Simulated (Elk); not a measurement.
Worked example: self-consistent single point of CuZn (Pm-3m, 2 atoms in the cell) in Elk

Method of the run: PBE, all-electron FP-LAPW, Elk's shipped species files, default APW+lo basis (Elk).

This input was run:

```
tasks
  0

xctype
  20

rmtscf
  0.94

stype
  0

swidth
  0.00999582

maxscl
  100

scale
  5.574692068

avec
    1.0000000000    0.0000000000    0.0000000000
    0.0000000000    1.0000000000    0.0000000000
    0.0000000000    0.0000000000    1.0000000000

sppath
  './'

atoms
  2
  'Zn.in'
  1
  0.5000000000  0.5000000000  0.5000000000    0.0 0.0 0.0
  'Cu.in'
  1
  0.0000000000  0.0000000000  0.0000000000    0.0 0.0 0.0

ngridk
  15 15 15
```

Log, with long lists cut:

```
│ Elk code version 10.2.4 │

All units are atomic (Hartree, Bohr, etc.)

│ Ground-state run starting from atomic densities │

Lattice vectors :
   5.574692068       0.000000000       0.000000000
   0.000000000       5.574692068       0.000000000
   0.000000000       0.000000000       5.574692068

Unit cell volume      :    173.2457738
Brillouin zone volume :    1.431782190

Muffin-tin inner radius fraction :   0.1000000000E-01

Nuclei treated as point charges

Species :    1 (Zn)
 parameters loaded from : Zn.in
 name : zinc
 nuclear charge    :   -30.00000000
 electronic charge :    30.00000000
 atomic mass :    119233.3129
 muffin-tin radius :    2.256000000
 number of radial points in muffin-tin :    497
 atomic positions (lattice), magnetic fields (Cartesian) :
   1 :   0.00000000  0.00000000  0.00000000    0.00000000  0.00000000  0.00000000

Species :    2 (Cu)
 parameters loaded from : Cu.in
 name : copper
 nuclear charge    :   -29.00000000
 electronic charge :    29.00000000
 atomic mass :    115837.2717
 muffin-tin radius :    2.256000000
 number of radial points in muffin-tin :    497
 atomic positions (lattice), magnetic fields (Cartesian) :
   1 :   0.50000000  0.50000000  0.50000000    0.00000000  0.00000000  0.00000000

Total number of atoms per unit cell :    2

Spin treatment :
 spin-unpolarised

Number of Bravais lattice symmetries :   48
Number of crystal symmetries         :   48
Crystal has inversion symmetry
Real symmetric eigensolver will be used

k-point grid :     15    15    15
k-point offset :    0.000000000       0.000000000       0.000000000
k-point set is reduced with full crystal symmetry group
Total number of k-points :      120

Muffin-tin radius times maximum |G+k| :    7.000000000
 using average radius
Maximum |G+k| for APW functions       :    3.102836879
Maximum (1/2)|G+k|²                   :    4.813798350
Maximum |G| for potential and density :    12.00000000
 potential will be trimmed for |G| > 2 gkmax
Constant for pseudocharge density :    7
Radial integration step length :    4

G-vector grid sizes :     24    24    24
Number of G-vectors :     5041

Maximum angular momentum used for
 APW functions                      :    8
 outer part of muffin-tin           :    6
 inner part of muffin-tin           :    1

Total nuclear charge    :   -59.00000000
Total core charge       :    24.00000000
Total valence charge    :    35.00000000
Total excess charge     :    0.000000000
Total electronic charge :    59.00000000

Effective Wigner radius, rₛ :   0.8883293462

Number of empty states         :    8
Total number of valence states :   26
Total number of core states    :   24

Total number of local-orbitals :   34

Exchange-correlation functional :     20     0     0
 Perdew-Burke-Ernzerhof, Phys. Rev. Lett. 77, 3865 (1996)
 gradient requirement :    1
 generalised gradient approximation (GGA)

Smearing type :    0
 Gaussian
Smearing width :   0.9995820000E-02
Effective electronic temperature (K) :    3156.430308

Mixing type :    3
 Broyden mixing, J. Phys. A: Math. Gen. 17, L317 (1984)

Kohn-Sham potential initialised from atomic data

│ Self-consistent loop started │
│ Loop number : 1 │
 total energy                :     -3436.15812417
│ Loop number : 2 │
 total energy                :     -3437.18951964
RMS change in Kohn-Sham potential (target) :   0.4798205954     (  0.1000000000E-05)
Absolute change in total energy (target)   :    1.031395474     (  0.1000000000E-03)
│ Loop number : 3 │
 total energy                :     -3439.49892802
RMS change in Kohn-Sham potential (target) :   0.4237274018     (  0.1000000000E-05)
Absolute change in total energy (target)   :    2.567257251     (  0.1000000000E-03)
│ Loop number : 4 │
 total energy                :     -3440.58754080
RMS change in Kohn-Sham potential (target) :   0.3782407795     (  0.1000000000E-05)
Absolute change in total energy (target)   :    1.730427086     (  0.1000000000E-03)
│ Loop number : 5 │
 total energy                :     -3444.47197139
RMS change in Kohn-Sham potential (target) :   0.2472351600     (  0.1000000000E-05)
Absolute change in total energy (target)   :    4.317037361     (  0.1000000000E-03)
│ Loop number : 6 │
 total energy                :     -3448.55756569
RMS change in Kohn-Sham potential (target) :   0.9548713923E-01 (  0.1000000000E-05)
Absolute change in total energy (target)   :    5.164853648     (  0.1000000000E-03)
│ Loop number : 7 │
 total energy                :     -3450.94991586
RMS change in Kohn-Sham potential (target) :   0.1228490499E-01 (  0.1000000000E-05)
Absolute change in total energy (target)   :    3.683563582     (  0.1000000000E-03)
│ Loop number : 8 │
 total energy                :     -3451.19203127
RMS change in Kohn-Sham potential (target) :   0.2391526955E-02 (  0.1000000000E-05)
Absolute change in total energy (target)   :    1.163006301     (  0.1000000000E-03)
│ Loop number : 9 │
 total energy                :     -3451.28939185
RMS change in Kohn-Sham potential (target) :   0.6474373094E-03 (  0.1000000000E-05)
Absolute change in total energy (target)   :   0.3881121562     (  0.1000000000E-03)
│ Loop number : 10 │
 total energy                :     -3451.27675981
RMS change in Kohn-Sham potential (target) :   0.1153750185E-03 (  0.1000000000E-05)
Absolute change in total energy (target)   :   0.8439599981E-01 (  0.1000000000E-03)
│ Loop number : 11 │
 total energy                :     -3451.27284459
RMS change in Kohn-Sham potential (target) :   0.1398672001E-03 (  0.1000000000E-05)
Absolute change in total energy (target)   :   0.1718377561E-01 (  0.1000000000E-03)
│ Loop number : 12 │
 total energy                :     -3451.27251668
RMS change in Kohn-Sham potential (target) :   0.4361715191E-04 (  0.1000000000E-05)
Absolute change in total energy (target)   :   0.3968033538E-02 (  0.1000000000E-03)
│ Loop number : 13 │
 total energy                :     -3451.27301060
RMS change in Kohn-Sham potential (target) :   0.1236272747E-04 (  0.1000000000E-05)
Absolute change in total energy (target)   :   0.1485933350E-02 (  0.1000000000E-03)
│ Loop number : 14 │
 total energy                :     -3451.27315864
RMS change in Kohn-Sham potential (target) :   0.4670636804E-05 (  0.1000000000E-05)
Absolute change in total energy (target)   :   0.5195227518E-03 (  0.1000000000E-03)
│ Loop number : 15 │
 total energy                :     -3451.27307519
RMS change in Kohn-Sham potential (target) :   0.2889550714E-05 (  0.1000000000E-05)
Absolute change in total energy (target)   :   0.4643292368E-04 (  0.1000000000E-03)
│ Loop number : 16 │
 total energy                :     -3451.27299587
RMS change in Kohn-Sham potential (target) :   0.4015631221E-06 (  0.1000000000E-05)
Absolute change in total energy (target)   :   0.6771622839E-04 (  0.1000000000E-03)
Convergence targets achieved

│ Loop number : 17 │

Energies :
 Fermi                       :     0.263461730739
 sum of eigenvalues          :     -1975.21917665
 electron kinetic            :      3512.15700435
 core electron kinetic       :      3114.31034397
 Coulomb                     :     -6823.98494531
 Coulomb potential           :     -5306.22726633
 nuclear-nuclear             :     -450.748762786
 electron-nuclear            :     -7440.24509873
 Hartree                     :      1067.00891620
 Madelung                    :     -4170.87131215
 xc potential                :     -181.148914668
 exchange                    :     -136.621453477
 correlation                 :     -2.82358385010
 total energy                :     -3451.27297829

Density of states at Fermi energy :    13.12351844
 (states/Hartree/unit cell)

Estimated indirect band gap :   0.3588087488E-02
 from k-point     31 to k-point    117
Estimated direct band gap   :   0.3239009366E-01
 at k-point    109

Charges :
 core                        :    24.00000000
 valence                     :    35.00000000
 interstitial                :    2.380045679
 muffin-tins (core leakage)
  species :    1 (Zn)
   atom    1                 :    28.69701516     (  0.1922417305E-03)
  species :    2 (Cu)
   atom    1                 :    27.92293917     (  0.3574739739E-03)
 total in muffin-tins        :    56.61995432
 total calculated charge     :    58.98685722
 total charge                :    59.00000000
 error                       :   0.1314277911E-01

│ Self-consistent loop stopped │
```

The run converged in 17 iterations. The count includes the last loop, which Elk runs after its targets are met.

The starting cell has typed, rounded lattice constants, without a prior relaxation at this level. Spin polarisation is off. Values depend on the basis (sphere radii, cutoffs, local orbitals), which need not be converged. The log's line on a gap gives a spacing of levels on this mesh, which the program prints for metals too.
